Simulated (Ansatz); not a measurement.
Ga2O3 (Cmcm, No. 63, 10 atoms in the cell; start mp-13134; a measured phase of this formula has another space group) was calculated with r²SCAN+rVV10 (PAW; Ansatz, a quantum-chemistry and plane-wave program).

Numerical settings: plane-wave cutoff 560 eV, 12×12×6 k mesh (along the axes of the cell as run), Fermi–Dirac smearing 0.01 eV, scalar-relativistic PAW data made under PBE.

Cell (relaxed at this level):

```cif
data_Ga8O12
_chemical_formula_sum 'Ga8 O12'
_space_group_name_H-M_alt 'Cmcm'
_space_group_IT_number 63
_space_group_name_Hall '-C 2c 2'
_cell_length_a 2.77058
_cell_length_b 9.21973
_cell_length_c 7.15026
_cell_angle_alpha 90.000
_cell_angle_beta 90.000
_cell_angle_gamma 90.000
loop_
_space_group_symop_operation_xyz
  'x, y, z'
  '-x, -y, -z'
  '-x, -y, z+1/2'
  'x, y, -z+1/2'
  'x, -y, -z'
  '-x, y, z'
  '-x, y, -z+1/2'
  'x, -y, z+1/2'
  'x+1/2, y+1/2, z'
  '-x+1/2, -y+1/2, -z'
  '-x+1/2, -y+1/2, z+1/2'
  'x+1/2, y+1/2, -z+1/2'
  'x+1/2, -y+1/2, -z'
  '-x+1/2, y+1/2, z'
  '-x+1/2, y+1/2, -z+1/2'
  'x+1/2, -y+1/2, z+1/2'
loop_
_atom_site_label
_atom_site_type_symbol
_atom_site_symmetry_multiplicity
_atom_site_Wyckoff_symbol
_atom_site_fract_x
_atom_site_fract_y
_atom_site_fract_z
_atom_site_occupancy
Ga1 Ga 4 c 0.00000 0.24755 0.25000 1
Ga2 Ga 4 a 0.00000 0.00000 0.00000 1
O1 O 8 f 0.00000 0.63751 0.07550 1
O2 O 4 c 0.00000 0.10560 0.75000 1
```
(The calculation used a cell of 10 atoms; values per cell refer to that cell.)

Q: Estimate the band gap that the calculation returns.

A: 
- band gap = 2.35 eV (on the SCF k mesh)

Note: the relaxation could not lower the start's symmetry, so the cell can be a saddle point above a distorted one.

Spin–orbit coupling is not included.

Computed values are for the static lattice.

A start named mp-… is a Materials Project structure, which need not be a measured phase.
